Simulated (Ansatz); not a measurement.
Te, pressure series

The reference is Te (space group P3_121, No. 152; a = 4.6241 Å, c = 5.9034 Å; made of chains).

Cell and atoms are relaxed at each pressure.

Calculations: r2SCAN, PAW, 500 eV (Ansatz, a first-principles code; spin-orbit coupling left out).

For the base:

- Band gap = 0.55 eV

Q: The aim is a band gap between 0.37 eV and 0.45 eV. Which of these changes reaches it?
A. pressure 0.7 GPa
B. pressure −1 GPa
C. pressure 1.5 GPa

A: A, pressure 0.7 GPa. It gives 0.40 eV; pressure 1.5 GPa gives 0.30 eV; pressure −1 GPa gives 1.04 eV. Changes not listed may reach it too

Spin-orbit coupling, missing from the scalar runs, can matter with Te. Load acts through the strain it causes; cell and atoms are relaxed under it. No phonon test of stability was made. No dispersion term is included, though the crystal is made of layers, chains or molecules, so its spacings can come out too wide.
